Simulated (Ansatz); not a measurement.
```yaml
crystal:
  lattice:
    - [11.60299, -0.00048, -0.14968]
    - [-0.00023, 7.73558, -0.07094]
    - [-1.02620, -2.85049, 28.86969]
  atoms:
    - { symbol: Si, position: [0.72487, 0.51808, 0.09793] }
    - { symbol: Si, position: [0.34500, 0.55180, 0.06474] }
    - { symbol: Si, position: [0.66539, 0.99715, 0.06681] }
    - { symbol: Si, position: [0.91793, 0.51275, 0.07739] }
    - { symbol: Si, position: [0.33121, 0.01163, 0.06474] }
    - { symbol: Si, position: [0.99395, 0.99854, 0.07503] }
    - { symbol: Si, position: [0.46238, 0.59749, 0.99670] }
    - { symbol: Si, position: [0.23011, 0.58865, 0.99539] }
    - { symbol: Si, position: [0.49800, 0.98997, 0.01245] }
    - { symbol: Si, position: [0.86342, 0.50728, 0.99710] }
    - { symbol: Si, position: [0.14472, 0.95543, 0.02432] }
    - { symbol: Si, position: [0.83589, 0.93152, 0.02395] }
    - { symbol: Si, position: [0.83624, 0.29771, 0.16854] }
    - { symbol: Si, position: [0.49753, 0.30040, 0.16149] }
    - { symbol: Si, position: [0.83366, 0.80716, 0.17004] }
    - { symbol: Si, position: [0.17118, 0.30752, 0.15915] }
    - { symbol: Si, position: [0.50031, 0.80522, 0.16724] }
    - { symbol: Si, position: [0.16896, 0.79411, 0.16465] }
    - { symbol: Si, position: [0.66610, 0.25723, 0.11901] }
    - { symbol: Si, position: [0.33200, 0.29579, 0.10792] }
    - { symbol: Si, position: [0.66152, 0.79356, 0.12157] }
    - { symbol: Si, position: [0.98883, 0.27708, 0.11700] }
    - { symbol: Si, position: [0.33242, 0.79855, 0.11817] }
    - { symbol: Si, position: [0.99023, 0.77267, 0.12150] }
    - { symbol: Si, position: [0.67928, 0.58921, 0.26165] }
    - { symbol: Si, position: [0.34953, 0.58611, 0.25927] }
    - { symbol: Si, position: [0.67603, 0.09591, 0.26164] }
    - { symbol: Si, position: [0.01362, 0.58823, 0.26057] }
    - { symbol: Si, position: [0.34356, 0.08848, 0.25718] }
    - { symbol: Si, position: [0.01591, 0.09217, 0.25945] }
    - { symbol: Si, position: [0.50993, 0.56655, 0.21161] }
    - { symbol: Si, position: [0.17581, 0.56564, 0.21242] }
    - { symbol: Si, position: [0.50649, 0.07698, 0.21194] }
    - { symbol: Si, position: [0.84034, 0.56995, 0.21461] }
    - { symbol: Si, position: [0.17196, 0.07340, 0.20811] }
    - { symbol: Si, position: [0.83902, 0.07324, 0.21680] }
    - { symbol: Si, position: [0.85972, 0.37562, 0.35916] }
    - { symbol: Si, position: [0.52522, 0.37211, 0.35529] }
    - { symbol: Si, position: [0.85589, 0.88341, 0.35482] }
    - { symbol: Si, position: [0.19274, 0.37589, 0.35054] }
    - { symbol: Si, position: [0.52175, 0.88249, 0.35564] }
    - { symbol: Si, position: [0.19145, 0.87913, 0.35268] }
    - { symbol: Si, position: [0.68817, 0.36059, 0.31005] }
    - { symbol: Si, position: [0.35562, 0.35314, 0.30561] }
    - { symbol: Si, position: [0.68217, 0.86293, 0.30798] }
    - { symbol: Si, position: [0.01585, 0.35694, 0.30785] }
    - { symbol: Si, position: [0.35239, 0.85986, 0.30558] }
    - { symbol: Si, position: [0.01817, 0.86081, 0.30671] }
    - { symbol: Si, position: [0.69933, 0.65063, 0.44913] }
    - { symbol: Si, position: [0.37021, 0.65543, 0.44569] }
    - { symbol: Si, position: [0.69974, 0.15324, 0.45934] }
    - { symbol: Si, position: [0.04133, 0.67640, 0.44582] }
    - { symbol: Si, position: [0.36562, 0.19149, 0.44820] }
    - { symbol: Si, position: [0.04281, 0.17192, 0.45032] }
    - { symbol: Si, position: [0.53147, 0.64380, 0.40003] }
    - { symbol: Si, position: [0.19793, 0.64206, 0.39730] }
    - { symbol: Si, position: [0.53428, 0.14874, 0.40576] }
    - { symbol: Si, position: [0.86271, 0.65496, 0.40261] }
    - { symbol: Si, position: [0.19537, 0.15131, 0.39877] }
    - { symbol: Si, position: [0.86055, 0.14147, 0.40812] }
    - { symbol: Si, position: [0.88680, 0.49357, 0.54295] }
    - { symbol: Si, position: [0.53349, 0.45887, 0.55487] }
    - { symbol: Si, position: [0.80140, 0.86032, 0.57188] }
    - { symbol: Si, position: [0.19577, 0.51741, 0.54332] }
    - { symbol: Si, position: [0.56906, 0.85146, 0.57055] }
    - { symbol: Si, position: [0.16808, 0.94165, 0.57019] }
    - { symbol: Si, position: [0.70037, 0.43737, 0.50252] }
    - { symbol: Si, position: [0.36629, 0.45161, 0.50040] }
    - { symbol: Si, position: [0.68657, 0.89743, 0.50257] }
    - { symbol: Si, position: [0.03765, 0.45050, 0.49227] }
    - { symbol: Si, position: [0.30680, 0.93082, 0.46943] }
    - { symbol: Si, position: [0.11368, 0.93621, 0.48992] }
    - { symbol: Si, position: [0.32279, 0.66466, 0.72220] }
    - { symbol: Si, position: [0.57074, 0.65803, 0.72349] }
    - { symbol: Si, position: [0.82162, 0.65635, 0.72288] }
    - { symbol: Si, position: [0.07102, 0.66349, 0.72204] }
    - { symbol: Si, position: [0.43834, 0.58442, 0.62748] }
    - { symbol: Si, position: [0.68517, 0.59590, 0.63045] }
    - { symbol: Si, position: [0.93370, 0.59239, 0.62765] }
    - { symbol: Si, position: [0.18678, 0.61573, 0.62872] }
    - { symbol: Si, position: [0.32015, 0.26389, 0.70944] }
    - { symbol: Si, position: [0.56791, 0.25717, 0.70755] }
    - { symbol: Si, position: [0.81911, 0.25779, 0.70794] }
    - { symbol: Si, position: [0.06818, 0.26381, 0.70924] }
    - { symbol: Si, position: [0.42426, 0.17722, 0.61279] }
    - { symbol: Si, position: [0.67894, 0.19504, 0.61353] }
    - { symbol: Si, position: [0.93696, 0.19085, 0.61344] }
    - { symbol: Si, position: [0.18322, 0.22558, 0.61713] }
    - { symbol: N, position: [0.43350, 0.38082, 0.59428] }
    - { symbol: N, position: [0.66226, 0.40133, 0.59369] }
    - { symbol: N, position: [0.92718, 0.39294, 0.59297] }
    - { symbol: N, position: [0.18459, 0.41860, 0.59436] }
    - { symbol: N, position: [0.32534, 0.46239, 0.74442] }
    - { symbol: N, position: [0.57251, 0.45355, 0.74417] }
    - { symbol: N, position: [0.82342, 0.45429, 0.74454] }
    - { symbol: N, position: [0.07232, 0.46170, 0.74442] }
    - { symbol: N, position: [0.44893, 0.77814, 0.74012] }
    - { symbol: N, position: [0.69879, 0.77314, 0.73894] }
    - { symbol: N, position: [0.94761, 0.77557, 0.73888] }
    - { symbol: N, position: [0.19839, 0.77893, 0.73822] }
    - { symbol: N, position: [0.31777, 0.63621, 0.66083] }
    - { symbol: N, position: [0.56283, 0.61716, 0.66374] }
    - { symbol: N, position: [0.81640, 0.61014, 0.66282] }
    - { symbol: N, position: [0.06331, 0.63642, 0.66070] }
    - { symbol: N, position: [0.47570, 0.67809, 0.57638] }
    - { symbol: N, position: [0.68920, 0.77150, 0.59819] }
    - { symbol: N, position: [0.90897, 0.70369, 0.57723] }
    - { symbol: N, position: [0.18702, 0.72579, 0.57881] }
    - { symbol: N, position: [0.28790, 0.08033, 0.59532] }
    - { symbol: N, position: [0.55023, 0.06689, 0.59632] }
    - { symbol: N, position: [0.80895, 0.07967, 0.59733] }
    - { symbol: N, position: [0.06690, 0.08704, 0.59886] }
    - { symbol: N, position: [0.32335, 0.09598, 0.74522] }
    - { symbol: N, position: [0.57431, 0.09247, 0.74469] }
    - { symbol: N, position: [0.82363, 0.09162, 0.74490] }
    - { symbol: N, position: [0.07317, 0.09467, 0.74486] }
    - { symbol: N, position: [0.43693, 0.23010, 0.67434] }
    - { symbol: N, position: [0.68981, 0.23491, 0.67441] }
    - { symbol: N, position: [0.94148, 0.23980, 0.67457] }
    - { symbol: N, position: [0.19052, 0.25631, 0.67691] }
    - { symbol: Si, position: [0.45116, 0.99703, 0.76301] }
    - { symbol: Si, position: [0.70067, 0.99115, 0.76251] }
    - { symbol: Si, position: [0.95071, 0.99283, 0.76267] }
    - { symbol: Si, position: [0.20081, 0.99697, 0.76274] }
    - { symbol: Si, position: [0.35247, 0.25386, 0.95375] }
    - { symbol: Si, position: [0.60715, 0.27170, 0.95451] }
    - { symbol: Si, position: [0.84816, 0.22341, 0.95015] }
    - { symbol: Si, position: [0.09447, 0.25809, 0.95384] }
    - { symbol: Si, position: [0.46346, 0.19188, 0.85974] }
    - { symbol: Si, position: [0.71122, 0.18513, 0.85784] }
    - { symbol: Si, position: [0.96319, 0.18522, 0.85804] }
    - { symbol: Si, position: [0.21225, 0.19122, 0.85935] }
    - { symbol: Si, position: [0.33071, 0.45790, 0.80478] }
    - { symbol: Si, position: [0.58022, 0.45202, 0.80427] }
    - { symbol: Si, position: [0.83057, 0.45206, 0.80454] }
    - { symbol: Si, position: [0.08067, 0.45620, 0.80461] }
    - { symbol: Si, position: [0.34627, 0.85306, 0.93682] }
    - { symbol: Si, position: [0.59306, 0.86462, 0.93979] }
    - { symbol: Si, position: [0.84468, 0.83319, 0.93855] }
    - { symbol: Si, position: [0.09773, 0.85655, 0.93962] }
    - { symbol: Si, position: [0.46066, 0.79102, 0.84378] }
    - { symbol: Si, position: [0.70862, 0.78436, 0.84509] }
    - { symbol: Si, position: [0.96039, 0.78554, 0.84523] }
    - { symbol: Si, position: [0.20976, 0.79269, 0.84439] }
    - { symbol: N, position: [0.45885, 0.99551, 0.82311] }
    - { symbol: N, position: [0.70603, 0.98663, 0.82287] }
    - { symbol: N, position: [0.95904, 0.98734, 0.82286] }
    - { symbol: N, position: [0.20793, 0.99476, 0.82274] }
    - { symbol: N, position: [0.36921, 0.04757, 0.97356] }
    - { symbol: N, position: [0.59799, 0.06811, 0.97304] }
    - { symbol: N, position: [0.84693, 0.03032, 0.97290] }
    - { symbol: N, position: [0.10432, 0.05601, 0.97430] }
    - { symbol: N, position: [0.48117, 0.38201, 0.97095] }
    - { symbol: N, position: [0.74351, 0.36863, 0.97201] }
    - { symbol: N, position: [0.96450, 0.36189, 0.96841] }
    - { symbol: N, position: [0.22246, 0.36924, 0.96997] }
    - { symbol: N, position: [0.34155, 0.21407, 0.89287] }
    - { symbol: N, position: [0.59446, 0.21881, 0.89296] }
    - { symbol: N, position: [0.84085, 0.19271, 0.89037] }
    - { symbol: N, position: [0.08988, 0.20919, 0.89272] }
    - { symbol: N, position: [0.45708, 0.35665, 0.82263] }
    - { symbol: N, position: [0.70802, 0.35308, 0.82207] }
    - { symbol: N, position: [0.95822, 0.35439, 0.82242] }
    - { symbol: N, position: [0.20775, 0.35748, 0.82240] }
    - { symbol: N, position: [0.33261, 0.67598, 0.82830] }
    - { symbol: N, position: [0.58249, 0.67094, 0.82713] }
    - { symbol: N, position: [0.83301, 0.67013, 0.82904] }
    - { symbol: N, position: [0.08379, 0.67351, 0.82836] }
    - { symbol: N, position: [0.34225, 0.67726, 0.96900] }
    - { symbol: N, position: [0.55577, 0.77080, 0.99089] }
    - { symbol: N, position: [0.84467, 0.72312, 0.98846] }
    - { symbol: N, position: [0.12254, 0.74527, 0.99006] }
    - { symbol: N, position: [0.46863, 0.83171, 0.90353] }
    - { symbol: N, position: [0.71368, 0.81275, 0.90645] }
    - { symbol: N, position: [0.96816, 0.81244, 0.90657] }
    - { symbol: N, position: [0.21503, 0.83880, 0.90445] }
```

The first 72 atoms are the substrate (Si), the rest the film (Si3N4-b).

Methods: PBE (plane waves to 420 eV, PAW; Ansatz, a first-principles code); HSE06 (plane waves to 420 eV, PAW; Ansatz). Geometries and values that name no level are of the first. No spin–orbit coupling; PBE gaps are too small against experiment. Its k-point mesh 2×3×1, Fermi–Dirac width 0.05 eV. HSE06 ran on meshes of its own (6×6×6, 3×6×3); its edges and gaps are taken over the mesh and over extra points off it, mostly where PBE has its edges.

**Question.** Describe the bonding at the interfaces and give the band alignment.

**Answer.** A periodic stack without vacuum, beta Si3N4 (1 0 0) on silicon (0 0 1) (film strained to the substrate, started from cuts of the bulks and a machine-learned relaxation; slabs Si72 and Si40N64, which can lie off the formulas): substrate slab Si72, film Si40N64, surface cells [[-3, 0], [-2, -2]] and [[0, 4], [-1, 0]], film strained by -0.9 and +0.9 %, outermost planes Si/Si and N/N as cut, which need not be the usual terminations and can put a slab off its formula.
```
Item                                                                                               Result
--------------------------------------------------------------------------------  -----------------------
interface area                                                                                    89.8 Å²
period                                                                                            28.83 Å
heights between the nearest atoms of the two slabs at the two interfaces                  0.13 and 0.13 Å
N–Si contacts across the interfaces within 1.22 times the sum of covalent radii           32, mean 1.79 Å
Si–Si contacts across the interfaces within 1.22 times the sum of covalent radii           8, mean 2.51 Å
valence offset, film less substrate (PBE)                                                        -0.83 eV
valence offset, film less substrate (HSE06 edges on the PBE line-up)                             -1.41 eV
conduction offset (HSE06 edges on the PBE line-up)                                               +3.32 eV
spin-polarised check at this geometry                                             falls back to no moment
```
